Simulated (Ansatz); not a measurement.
# Short convergence ladders for KMgF3 (Pm-3m, 5 atoms in the cell)

```yaml
crystal:
  lattice:
    - [4.00995, 0.00000, 0.00000]
    - [0.00000, 4.00995, 0.00000]
    - [0.00000, 0.00000, 4.00995]
  atoms:
    - { symbol: K, position: [0.00000, 0.00000, 0.00000] }
    - { symbol: Mg, position: [0.50000, 0.50000, 0.50000] }
    - { symbol: F, position: [0.50000, 0.00000, 0.50000] }
    - { symbol: F, position: [0.00000, 0.50000, 0.50000] }
    - { symbol: F, position: [0.50000, 0.50000, 0.00000] }
```

Base method: LDA (PW92), default PAW files made with PBE (plane waves; Ansatz, a first-principles code).

Base settings: basis.ecutwfc = 420 eV; kpoints.mp_grid.grid = 6 6 6; hamiltonian.xc = lda; hamiltonian.pseudopotentials = {kind: paw} (the program's default PAW files); scf.occupations.method = fermi_dirac; scf.occupations.width = 0.02 eV.

Core times come from one kind of shared machine, to one figure; runs under 30 s give none.

**Zone-centre phonons against the cutoff**

In this ladder: scf.occupations.method = fixed; scf.occupations.width = default; phonons.method = dfpt; phonons.dielectric = true; phonons.rigid_motions = translations.

The mesh stays at the base's, so the ladder's end is converged at best in this setting alone.

Frequencies are those of the unrelaxed cell, without the LO-TO term of polar crystals.

Only quantities that move along the ladder and can be compared are tabulated.

ε∞ and Born charges come from denser meshes that the program picks itself.

```tsv
basis.ecutwfc	highest zone-centre frequency (cm⁻¹)	lowest optical frequency (cm⁻¹)	largest Born charge (mean of the diagonal) (e)	core time / last (rough)
210 eV	486.2	197.6	2.001	–
250 eV	389.7	90.1	2.017	–
295 eV	406.5	118.7	2.013	0.3
355 eV	426.0	124.1	2.009	0.4
420 eV	423.5	122.5	2.009	0.6
505 eV	423.1	122.6	2.009	0.6
630 eV	423.0	122.5	2.009	1
```

Coarsest basis.ecutwfc that holds the largest Born charge (mean of the diagonal) within 0.005 e of the last step, with all finer ones: 295 eV, at about 0.3 of the last step's time; the step before is off by 0.008 e.

Coarsest basis.ecutwfc that holds the highest zone-centre frequency within 2 cm⁻¹ of the last step, with all finer ones: 420 eV; the step before is off by 3.0 cm⁻¹.

Coarsest basis.ecutwfc that holds the lowest optical frequency within 5 cm⁻¹ of the last step, with all finer ones: 295 eV, at about 0.3 of the last step's time; the step before is off by 32 cm⁻¹.

**Zone-centre phonons against the SCF threshold**

In this ladder: scf.occupations.method = fixed; scf.occupations.width = default; phonons.method = dfpt; phonons.dielectric = true; phonons.rigid_motions = translations.

The mesh stays at the base's, so the ladder's end is converged at best in this setting alone.

Only quantities that move along the ladder and can be compared are tabulated.

ε∞ and Born charges come from denser meshes that the program picks itself.

```tsv
scf.convergence.dr2_threshold	largest Born charge (mean of the diagonal) (e)	core time / last (rough)
0.001 eV	2.080	0.6
1e-05 eV	2.015	0.7
1e-07 eV	2.009	0.8
1e-09 eV	2.009	0.9
1e-11 eV	2.009	1
```

Coarsest scf.convergence.dr2_threshold that holds the largest Born charge (mean of the diagonal) within 0.01 e of the last step, with all finer ones: 1e-05 eV; the step before is off by 0.071 e.

**The q mesh of the phonons**

In this ladder: scf.occupations.method = fixed; scf.occupations.width = default; phonons.method = dfpt; phonons.dielectric = true; phonons.rigid_motions = translations.

Only quantities that move along the ladder and can be compared are tabulated.

Thermal sums run over frequencies interpolated from this q mesh.

| phonons.qmesh | zero-point energy (meV/atom) | vibrational free energy at 300 K (meV/atom) | core time / last (rough) |
|---|---|---|---|
| 1 1 1 | 43.68 | 3.11 | 0.2 |
| 2 2 2 | 44.52 | 5.22 | 0.6 |
| 3 3 3 | 44.51 | 5.08 | 1 |

Coarsest phonons.qmesh that holds the zero-point energy within 0.5 meV/atom of the last step, with all finer ones: 2 2 2; the step before is off by 0.83 meV/atom.

Coarsest phonons.qmesh that holds the vibrational free energy at 300 K within 1 meV/atom of the last step, with all finer ones: 2 2 2; the step before is off by 2.0 meV/atom.

On the base run: the starting cell has typed, rounded lattice constants, without a prior relaxation at this level. Its lattice was rescaled by up to half a per cent. In the base run, with a pressure of about -6 GPa the cell is away from its equilibrium volume at this level.

Keys are those of Ansatz 0.2.
